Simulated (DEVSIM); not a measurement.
System: CdS/CdTe n-p heterojunction, at 350 K.

```
layer (left to right)  material  thickness (μm)  Nd (cm⁻³)  Na (cm⁻³)  τn (s)  τp (s)
---------------------  --------  --------------  ---------  ---------  ------  ------
1                           CdS           0.900     1.7e16          -  5.9e-9  5.9e-9
2                          CdTe            1.40          -       6e16  5.9e-9  5.9e-9
```

Left contact: ohmic. Right contact: ohmic. Voltage is applied to the left contact. Recombination: SRH at mid-gap, Auger. Mobility is constant in doping.

The device is made up for the run: typed textbook-type constants, with dimensions and the other settings drawn at random. Values at 300 K; Nc and Nv go as T^1.5, mobilities as T to minus their exponent, the gap by Varshni's rule with the affinity fixed.

```
parameter             CdS     CdTe
----------------  -------  -------
gap (eV)              2.4      1.5
affinity (eV)         4.3     4.28
permittivity            9     10.2
Nc (cm⁻³)          2.2e18     8e17
Nv (cm⁻³)          1.8e19   1.8e19
μn (cm²/Vs)           300     1000
μp (cm²/Vs)            25       80
T exponent of μn      1.5      1.7
T exponent of μp      1.5      1.5
Cn (cm⁶/s)          1e-30    1e-30
Cp (cm⁶/s)          1e-30    1e-30
Varshni α (eV/K)  0.00039  0.00031
Varshni β (K)         103      108
```

Simulated with DEVSIM: 1D drift-diffusion, Boltzmann statistics, complete ionisation; no tunnelling, impact ionisation, image-force lowering or self-heating. Band offsets follow the typed affinities; no thermionic-emission limit at abrupt steps, no polarisation charge.

The minority lifetime in layer 2 was swept, all else fixed.

| minority lifetime in layer 2 (s) | dark forward voltage at 1 A/cm² (V) | dark forward voltage at 100 A/cm² (V) |
|---|---|---|
| 1.8e-10 | 0.973 | 1.144 |
| 5.9e-10 | 0.987 | 1.148 |
| 1.8e-9 | 0.994 | 1.151 |
| 5.9e-9 | 0.997 | 1.152 |
| 1.8e-8 | 0.998 | 1.153 |
| 5.9e-8 | 0.999 | 1.153 |
| 1.8e-7 | 0.999 | 1.153 |

From the first row to the last the dark forward voltage at 1 A/cm² goes from 0.973 to 0.999. From the first row to the last the dark forward voltage at 100 A/cm² goes from 1.144 to 1.153.
